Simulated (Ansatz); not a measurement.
Consider InSb in the zinc blende structure (space group F-43m, No. 216; a = 6.5561 Å). Axes: x, y, z lie along the cube axes.

Level of theory: r2SCAN, PAW, 500 eV (Ansatz, a first-principles code; without spin-orbit coupling).

Before the change:

```
Quantity            Value
---------------  --------
Pressure          0.0 GPa
Volume per atom  35.23 Å³
```

Modification: biaxial strain −3.00 %, plane normal [001], relaxed out of plane (Cartesian); in-plane vectors clamped, the third vector and the atoms free.

Q: Estimate the effect on the energy relative to the base.

A: The energy increases by 13 meV/atom.

Q: Estimate the effect on the pressure.

A: The pressure (mean of the normal stresses, compression positive) goes from zero to 1.4 GPa.

Q: How does this affect the volume per atom?

A: The volume per atom drops by 1.05 Å³ to 34.18 Å³.

No phonon test of stability was made. The final runs are not spin-polarised. Gaps under 0.05 eV, about the width of the smearing, are given as zero.
